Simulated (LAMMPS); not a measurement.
Molecular dynamics of a melt made from Cu (fcc), 2048 atoms, at 2170 K and 0 GPa, brought to that temperature within a few picoseconds.

Level of theory: classical MD, pair style adp, file AlCu.adp, run in LAMMPS.

### Question
What does the simulation give for the state found, the coordination number, the self-diffusion coefficient of Cu (not corrected for cell size)?

### Answer
state found: liquid; coordination number: 12.8 (counted to 3.58 Å); self-diffusion coefficient of Cu (not corrected for cell size): (10.0 ± 0.2) × 10^-5 cm²/s.
